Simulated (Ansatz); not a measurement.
Consider SnTe in the rock salt structure (space group Fm-3m, No. 225; a = 6.371 Å). Axes: x, y, z lie along the cube axes.

All numbers come from Ansatz (a program for electronic structure), r2SCAN, PAW, cutoff 500 eV, no spin-orbit coupling, earlier PAW set.

Strains are applied to the cell and any free atomic positions relax; under biaxial strain the out-of-plane vector relaxes too.

One change was made to it. Results:

The shortest interatomic distance drops by 2.24 pm, from 318.6 pm to 316.3 pm; the pressure (mean of the normal stresses, compression positive) goes from zero to -0.5 GPa; the band gap goes from 0.13 eV to zero; the energy rises by 4.6 meV/atom.

Task: Which change produced these results?
(A) strain tensor (xx, yy, zz, yz, xz, xy) = (+1.27, +0.82, −0.71, +1.22, +0.28, +0.02) %
(B) biaxial strain +1.55 %, plane normal [001], relaxed out of plane
(C) uniaxial strain ε_yy = −0.85 %
(D) isotropic strain +1.72 %

Result: A, strain tensor (xx, yy, zz, yz, xz, xy) = (+1.27, +0.82, −0.71, +1.22, +0.28, +0.02) %. For comparison, the band gap in the other runs: uniaxial strain ε_yy = −0.85 % gives 0.10 eV; biaxial strain +1.55 %, plane normal [001], relaxed out of plane gives 0.20 eV; isotropic strain +1.72 % gives 0.28 eV.

With Te present, leaving out spin-orbit coupling can change the band edges. Stability against distortions was not tested. All final runs are without spin polarisation. The zero or small gap of SnTe can change with the level of theory.
